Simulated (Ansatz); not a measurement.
A computed series for PbTe: alloy series

Start from PbTe in the rock salt structure (space group Fm-3m, No. 225).

```yaml
crystal:
  lattice:
    - [0.00000, 3.28470, 3.28470]
    - [3.28470, 0.00000, 3.28470]
    - [3.28470, 3.28470, 0.00000]
  atoms:
    - { symbol: Te, position: [0.00000, 0.00000, 0.00000] }
    - { symbol: Pb, position: [0.50000, 0.50000, 0.50000] }
```

The other end (x = 1) is PbS in the rock salt structure (space group Fm-3m, No. 225): 27.12 Å³/atom, gap 0.50 eV.

S replaces a fraction x of Te; each row is one arrangement (x, atoms in the cell, starting space group or random), fully relaxed.

Method: PBE (Ansatz, a quantum-chemistry and plane-wave program), without spin-orbit coupling, earlier PAW set.

Candidates:
(a) x(S) = 0.75, 8 atoms, I4/mmm
(b) x(S) = 0.25, 8 atoms, R-3m
(c) x(S) = 0.75, 8 atoms, R-3m

Before the change:

Band gap: 0.83 eV

Task: Order them by band gap, lowest first.

Result: (a) x(S) = 0.75, 8 atoms, I4/mmm (0.20 eV), (c) x(S) = 0.75, 8 atoms, R-3m (0.58 eV), (b) x(S) = 0.25, 8 atoms, R-3m (0.68 eV)

These are small ordered cells, not random alloys; other orderings at the same x differ. With Pb and Te present, leaving out spin-orbit coupling can change the band edges. Stability against distortions was not tested. The zero or small gap of Pb4TeS3 can change with the level of theory.
